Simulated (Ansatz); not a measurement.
Take Ga2O3 in the corundum structure (space group R-3c, No. 167; a = 5.0003 Å, c = 13.4488 Å (hexagonal axes)) as the base. Axes: x lies along a and z along c of the hexagonal cell.

Level of theory: Kohn–Sham DFT with the PBEsol functional, run in Ansatz (a program for electronic structure) with PAW and 420 eV plane waves, no spin-orbit coupling.

Base values:

The volume per atom is 9.71 Å³. The electron mass is 0.22 mₑ (at Γ). The width of the top valence band is 0.45 eV.

Now apply this change: biaxial strain +3.00 %, plane normal [001], relaxed out of plane (Cartesian); in-plane vectors clamped, the third vector and the atoms free.

Problem. What does the calculation give for the volume per atom after the change?

Solution. The volume per atom grows by 0.37 Å³, from 9.71 Å³ to 10.08 Å³.

Problem. Estimate the effect on the electron mass.

Solution. The electron mass becomes 0.20 mₑ (at Γ) (base: 0.22 mₑ (at Γ)).

Problem. Estimate the effect on the width of the top valence band.

Solution. The width of the top valence band rises by 0.103 eV to 0.56 eV.

The levels and masses belong to the bands next to the band gap. Masses are band curvatures over ±0.01 Å⁻¹ around the edge. No phonon test of stability was made.
